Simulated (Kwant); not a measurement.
# In0.53Ga0.47As/InP stack with 2 barriers

Model system: In0.53Ga0.47As/InP stack with 2 barriers. One parabolic valley. Leads of mass 0.041 mₑ with the band edge at 0; grid 0.1 nm; bias swept from 0.01 to 0.375 V, dropping linearly over the stack. Emitter Fermi level 0.033 eV, 77 K, equal in the collector.

```
layer  thickness (nm)  band offset (eV)  mass (mₑ)
-----  --------------  ----------------  ---------
1                 3.1              0.25       0.08
2                12.2                 0      0.041
3                 3.1              0.25       0.08
```

Constants are typed, rounded textbook-type inputs, not results; the design itself was drawn at random and stands for no fabricated device.

Model: one-band effective-mass tight-binding model in one dimension, coherent, no space charge, current by the Tsu-Esaki formula (Kwant).

| bias (V) | J (A/cm²) |
|---|---|
| 0.07293 | 433 |
| 0.08552 | 409 |
| 0.09810 | 482 |
| 0.1107 | 665 |
| 0.1233 | 1040 |
| 0.1359 | 1780 |
| 0.1484 | 3230 |
| 0.1610 | 5920 |
| 0.1736 | 10500 |
| 0.1862 | 17300 |
| 0.1988 | 25400 |
| 0.2114 | 33000 |
| 0.2240 | 37500 |
| 0.2366 | 35900 |
| 0.2491 | 23800 |
| 0.2617 | 8280 |
| 0.2743 | 4350 |
| 0.2869 | 3060 |
| 0.2995 | 2470 |
| 0.3121 | 2180 |
| 0.3247 | 2040 |
| 0.3372 | 2010 |
| 0.3498 | 2060 |
| 0.3624 | 2190 |
| 0.3750 | 2400 |
